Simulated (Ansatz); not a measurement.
ZrO2 with two functionals

Consider ZrO2 in the fluorite structure (space group Fm-3m, No. 225; a = 5.116 Å).

(Cell as relaxed with PBE.)

Levels (all Ansatz, an electronic-structure program, PAW): PBE (420 eV, no SOC); r2SCAN (500 eV, no spin-orbit coupling).

Each level relaxes its own structure.

```tsv
quantity	PBE	r2SCAN
volume per atom	11.16 Å³	(withheld)
lattice parameter a	5.116 Å	(withheld)
band gap	3.32 eV	(withheld)
gap character	indirect, X → Γ	(withheld)
electron mass (degenerate bands, along [100])	0.51, 2.1 mₑ	(withheld)
```

**Question.** Predict the r2SCAN column.

**Answer.** 
- volume per atom, r2SCAN: 10.98 Å³
- lattice parameter a, r2SCAN: 5.089 Å
- band gap, r2SCAN: 3.89 eV
- gap character, r2SCAN: indirect, X → Γ
- electron mass (degenerate bands, along [100]), r2SCAN: 0.53, 2.1 mₑ

PBE's volume per atom lies 0.173 Å³ above r2SCAN's (1.6 %); PBE's lattice parameter a lies 0.027 Å above r2SCAN's (0.5 %); PBE's band gap lies 0.57 eV below r2SCAN's; the two agree on the gap character. Neither level is exact; r2SCAN is the comparison here, not a measurement.

Effective masses come from finite differences of ±0.01 Å⁻¹. Stability against distortions was not tested. This is not the structure that ZrO2 has at room temperature and ambient pressure.
